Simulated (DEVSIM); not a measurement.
Structure: Si n-i-p diode, at 300 K.

| layer (left to right) | material | thickness (μm) | Nd (cm⁻³) | Na (cm⁻³) | τn (s) | τp (s) |
|---|---|---|---|---|---|---|
| 1 | Si | 0.120 | 6e18 | - | 7.4e-7 | 7.4e-7 |
| 2 | Si | 0.210 | - | 1.3e12 | 7.4e-7 | 7.4e-7 |
| 3 | Si | 1.50 | - | 6.1e17 | 7.4e-7 | 7.4e-7 |

Left contact: ohmic. Right contact: ohmic. Voltage is applied to the left contact. Recombination: SRH at mid-gap, radiative. Mobility is constant in doping.

This is a model device: material constants are rounded textbook-type values typed into the input, and sizes, dopings and lifetimes were drawn at random. Values at 300 K.

```csv
parameter,Si
gap (eV),1.124
affinity (eV),4.05
permittivity,11.7
Nc (cm⁻³),2.86e19
Nv (cm⁻³),3.1e19
μn (cm²/Vs),1417
μp (cm²/Vs),470
B (cm³/s),4.7e-15
```

Simulated with DEVSIM: 1D drift-diffusion, Boltzmann statistics, complete ionisation; no tunnelling, impact ionisation, image-force lowering or self-heating.

The thickness of layer 3 was swept, all else fixed.

| thickness of layer 3 (μm) | dark forward voltage at 1 A/cm² (V) | dark forward voltage at 100 A/cm² (V) |
|---|---|---|
| 0.3 | 0.619 | 0.738 |
| 0.52 | 0.631 | 0.751 |
| 0.9 | 0.643 | 0.763 |
| 1.5 | 0.653 | 0.773 |
| 2.5 | 0.662 | 0.781 |
| 4.5 | [?] | [?] |
| 7.5 | 0.674 | 0.795 |

Complete the blanks.


- 4.5, dark forward voltage at 1 A/cm² (V): 0.669
- 4.5, dark forward voltage at 100 A/cm² (V): 0.789
